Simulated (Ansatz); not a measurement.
C (R-3m, No. 166, 2 atoms in the cell; start mp-169; another form than the element's usual one), treated with PBE0 (Ansatz, a program for electronic structure, PAW).

The input as run:

Ansatz 0.2 input:
```yaml
crystal:
  lattice:
    - [2.1346247254, -1.2324413664, -0.012133924]
    - [2.1346247254, 1.2324413664, -0.012133924]
    - [-1.4037840658, 0.0, 3.3878553829]
  atoms:
    - { symbol: C, position: [0.8333694919, 0.8333694919, 0.0001087616] }
    - { symbol: C, position: [0.1666305081, 0.1666305081, 0.9998912384] }
basis:
  ecutwfc: 460
  ecutrho_ratio: 4
  xc_grid: 2
kpoints:
  mp_grid: { grid: [12, 12, 12] }
hamiltonian:
  xc: pbe0
  dispersion: none
  pseudopotentials: { azcp: { folder: ./paw }, kind: paw }
scf:
  occupations: { method: fermi_dirac, width: 0.01 }
  convergence: { dr2_threshold: 0.0000000002 }
output:
  forces: true
  stress: true
  eigenvalues: true
```

Question: How many irreducible k-points, plane waves at Γ does the program set up, and what pressure does the run end with?

Answer: 476 irreducible k-points, 413 plane waves at Γ; P = -4.75 GPa, so the cell is stretched on average and its volume would shrink at this level.

The run printed, among other lines:

```
WARN 8 symmetry operations that the atoms keep within the bar at which the run's group was sought (crystal.symmetry.tolerance 1.0e-5, or twice it) were not …
WARN output.stress: scf.exx.energy_threshold = 1e-6 eV is looser than the 2e-8 eV advised for a stress under a hybrid functional (1e-8 eV for each atom of the …
Crystal: 2 atoms, lattice volume = 17.784 Å³
Basis set: ecut = 460 eV, 413 PW (Γ), exchange–correlation on 36×36×54 points (8 copies of the dense FFT grid, shifted against one another)
Bands: 8, of which v1, the nominal top of the filled ones, is band 4 counted from 1 (3 counted from 0)
Symmetry: 4 space group operations
Space group: C2/m (ITA 12), of the structure as read, at distance tolerance 2.6e-5 Å
k-points: 476 of 1728
Initial density: superposition of atomic densities (chi_scale 0.1, normalization cell)
Functional: x = pbe(κ = 0.804, μ = 0.2195149727645171), c = pbe(β = 0.06672455060314922), warm-up for x = 0.75 pbe(κ = 0.804, μ = 0.2195149727645171) + 0.25 exact, c = pbe(β = 0.06672455060314922)
SCF iter   1: F=—  HF=-502.928256 eV  |F-HF|=—  |Δ(HF+E_count)|=         —  Δρ=1.27e-1  dr2=2.53e0
SCF iter   2: F=—  HF=-502.013253 eV  |F-HF|=—  |Δ(HF+E_count)|=   9.15e-1  Δρ=5.51e-2  dr2=4.35e-1
  ...
Crystal: 2 atoms, lattice volume = 17.784 Å³
Initial density: handed on by an earlier stage of this run
Functional: x = 0.75 pbe(κ = 0.804, μ = 0.2195149727645171) + 0.25 exact, c = pbe(β = 0.06672455060314922)
Crystal: 2 atoms, lattice volume = 17.784 Å³
SCF iter   3: F=—  HF=-501.972272 eV  |F-HF|=—  |Δ(HF+E_count)|=   6.53e-8  Δρ=4.89e-6  dr2=1.73e-9
SCF iter   4: F=-501.972272 eV  HF=-501.972272 eV  |F-HF|=3.64e-11  |Δ(HF+E_count)|=  3.80e-10  Δρ=1.21e-6  dr2=1.47e-10
SCF 3 converged in 4 iterations: F = -501.972272 eV  dr2 = 1.47e-10
Free energy (F): -501.972272 eV
Internal energy: -501.972272 eV  (E = F + TS)
E sigma→0 (E₀):  -501.972272 eV
Fermi energy:    6.882116 eV
--- Forces (eV/Å), atoms counted from 1 ---
  atom   1  C      0.00014789    -0.00000000     0.01197061
  atom   2  C     -0.00014789     0.00000000    -0.01197061
--- Stress (GPa, compression-positive) ---
       -8.342399      -0.000000       0.061024
       -0.000000      -8.339214      -0.000000
        0.061025      -0.000000       2.422094
  P = ⅓ Tr σ = -4.7532 GPa (-47.532 kbar)
```

The PAW data were made under PBE.

Note: cell and atoms aren't relaxed at this level (pressure -4.8 GPa).

A start named mp-… is a Materials Project structure, which need not be a measured phase.
